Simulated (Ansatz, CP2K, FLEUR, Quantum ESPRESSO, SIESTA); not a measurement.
Code comparison for LaAl5Ni2 (Immm, 8 atoms in the cell)

Self-consistent single point.

```yaml
crystal:
  lattice:
    - [-2.00227, 3.50710, 4.82543]
    - [2.00227, -3.50710, 4.82543]
    - [2.00227, 3.50710, -4.82543]
  atoms:
    - { symbol: La, position: [0.00000, 0.00000, 0.00000] }
    - { symbol: Al, position: [0.50000, 0.00000, 0.50000] }
    - { symbol: Al, position: [0.84934, 0.66072, 0.18862] }
    - { symbol: Al, position: [0.15066, 0.33928, 0.81138] }
    - { symbol: Al, position: [0.47210, 0.66072, 0.81138] }
    - { symbol: Al, position: [0.52790, 0.33928, 0.18862] }
    - { symbol: Ni, position: [0.73572, 0.23572, 0.50000] }
    - { symbol: Ni, position: [0.26428, 0.76428, 0.50000] }
```

All programs got the same cell, k-point mesh and kind of occupations (in Ansatz's words: kpoints.mp_grid.grid = 5 5 5; scf.occupations.method = gaussian; scf.occupations.width = 0.272 eV); potentials, basis and cutoffs are each program's usual ones.

```csv
code,model,pressure (GPa),largest force (eV/Å),k-points,cutoff
Ansatz,"PBEsol, PAW files made with PBE",-1.03,0.100,27,default
SIESTA,"GGA PBEsol, numerical atomic orbitals DZP, PseudoDojo PBEsol standard norm-conserving potentials (rewritten from UPF to PSML)",-1.04,0.130,63,grid 300 Ry
Quantum ESPRESSO,"PBEsol, GBRV 1.5 ultrasoft (PBESOL) pseudopotentials",-1.01,0.094,27,50 Ry
FLEUR,"PBEsol, all-electron FLAPW (FLEUR), scalar-relativistic valence",–,0.128,27,Kmax 4.1 1/bohr
CP2K,"PBEsol, GPW, DZVP-MOLOPT-SR-GTH basis, GTH-PBE potentials (GTH_POTENTIALS)",0.22,0.108,63,grid 600 Ry
```

Size of the force on each atom (eV/Å): Sizes of forces hide their directions.

```tsv
code	La1	Al2	Al3	Al4	Al5	Al6	Ni7	Ni8
Ansatz	0.000	0.000	0.100	0.100	0.100	0.100	0.037	0.037
SIESTA	0.000	0.000	0.114	0.114	0.114	0.114	0.130	0.130
Quantum ESPRESSO	0.000	0.000	0.094	0.094	0.094	0.094	0.060	0.060
FLEUR	0.000	0.000	0.128	0.128	0.128	0.128	0.059	0.059
CP2K	0.000	0.000	0.108	0.108	0.108	0.108	0.038	0.038
```

A dash marks a value that a program does not give, or that is left out as unsure.

The spread over the programs that give each value: pressure within 1.26 GPa; largest force within 0.036 eV/Å.

The starting cell comes from a database of computed structures (which also holds hypothetical and non-ambient phases and stackings), without a prior relaxation at this level. On Ansatz's run: Spin polarisation is off.

### Question
Why do the programs differ, and what cannot be compared?

### Answer
Differences of this kind can come from the potentials, where these differ, and from what each basis and cutoff leave unconverged. The valence holds different numbers of electrons (Ansatz (a quantum-chemistry and plane-wave program) 62, SIESTA 62, Quantum ESPRESSO 62, FLEUR 58, CP2K 62). The zero of total energies and Fermi levels follows the potentials and each program's conventions, so they are not compared here. SIESTA and CP2K use small atom-centred bases, whose incompleteness enters pressures, forces and empty levels differently from a plane-wave cutoff. FLEUR treats all electrons, but the usual bases taken here (sphere radii, linearisation, local orbitals, empty states) were not tested for convergence, so the values are no reference for the others. Ansatz's pressure is given at a fixed set of plane waves, as the other plane-wave codes print theirs. The programs reduce the same mesh by symmetry to different extents, which changes the work and not the result. In the pressure, CP2K (by 1.24) lies more than 1 GPa from the median of the plane-wave programs. In the force vectors, SIESTA (by 0.179) lies more than 0.08 eV/Å from the median of the plane-wave programs.

Left out of this page: ABINIT (stopped by limits of time or memory).

Keys are those of Ansatz 0.2.
